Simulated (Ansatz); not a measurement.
## MgTe: response to strain

Start from MgTe in the wurtzite structure (space group P6_3mc, No. 186; a = 4.561 Å, c = 7.412 Å). Axes: x lies along a and z along c of the hexagonal cell.

Strains are applied to the cell and any free atomic positions relax; under biaxial strain the out-of-plane vector relaxes too.

Method: Kohn–Sham DFT with the PBEsol functional, run in Ansatz (a quantum-chemistry and plane-wave program) with PAW and 420 eV plane waves, spin-orbit coupling left out.

| biaxial strain, plane normal [001], relaxed out of plane (%) | band gap (eV) |
|---|---|
| 0 | 2.39 |
| 0.6 | ? |
| 1.2 | 2.25 |
| 1.8 | 2.18 |
| 2.4 | 2.11 |
| 3 | 2.04 |

Question: Fit E_g = E₀ + Dε (ε in %) to the rows shown and predict the withheld row.

Answer: Least squares on the printed values gives E₀ = 2.39 eV, D = -117 meV per % of strain (largest residual 0.00 eV); this predicts 2.32 eV, and the run gives 2.32 eV, in agreement.

Spin-orbit coupling, missing from the scalar runs, can matter with Te. Stability against distortions was not tested.
